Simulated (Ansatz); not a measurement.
For Rh3Pb2Se2 (R-3m), PBEsol, DFPT electron-phonon coupling, linearised Boltzmann equation in Ansatz (a quantum-chemistry and plane-wave program) gives a transport coupling λ_tr = 0.492 and a Drude plasma energy ħω_p = 2.95 eV along x (a = (2.86, 1.65, 4.80) Å; b = (-2.86, 1.65, 4.80) Å; c = (0.00, -3.30, 4.80) Å).

Problem. Estimate the resistivity at 300 K from the high-temperature formula ρ = 2π λ_tr k_B T / (ħ ε₀ ω_p²), and say how the full Boltzmann solution compares.

Solution. The scattering rate is 1/τ = 2π λ_tr k_B T/ħ = 1.21e14 s⁻¹ and ω_p = 4.48e15 s⁻¹, so ρ ≈ 68.3 μΩ·cm. The Boltzmann solution gives 64.7 μΩ·cm, 0.95 times the estimate.

A metal at this level (no band gap). Only scattering by harmonic phonons is included (no impurities, grain boundaries, electron-electron scattering or thermal expansion). Spin-orbit coupling is left out, which matters with elements this heavy. The run warned that the eigensolver left some states short of its tolerance. Halving the electron mesh (20x20x20) moves the resistivity by up to 2 % at 300 K, the coupling by up to 2 %. Smearing 0.20 eV; phonons on a 3x3x3 q mesh, which this run doesn't test.

Computed structure with no diffraction record at hand here (it may be known, metastable or hypothetical): Rh3Pb2Se2 (R-3m).
